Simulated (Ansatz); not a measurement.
Effect of Te → Rh on MgTe

The parent structure is MgTe in the zinc blende structure (space group F-43m, No. 216; a = 6.438 Å).

It is then changed as follows: every Te is replaced by Rh, then cell and atoms are relaxed.

All numbers come from PBEsol (Ansatz, a quantum-chemistry and plane-wave program), no spin-orbit coupling, earlier PAW set. Settings: 14×14×14 k-points, 0.05 eV Fermi–Dirac smearing, for the changed cell.

The lattice parameter a shrinks by 0.781 Å to 5.657 Å and the space group is still F-43m (No. 216). The band gap becomes zero (base: 2.35 eV).

Cost of the whole job for the changed cell (relaxation, final SCF and bands): roughly 50 core-seconds.

Spin-orbit coupling, missing from the scalar runs, can matter with Te. No phonon test of stability was made. As relaxed here, MgRh is a hypothetical phase, not in the database extracts checked. The final runs are not spin-polarised. MgRh has a high density of states at the Fermi level and may be magnetic at this level.
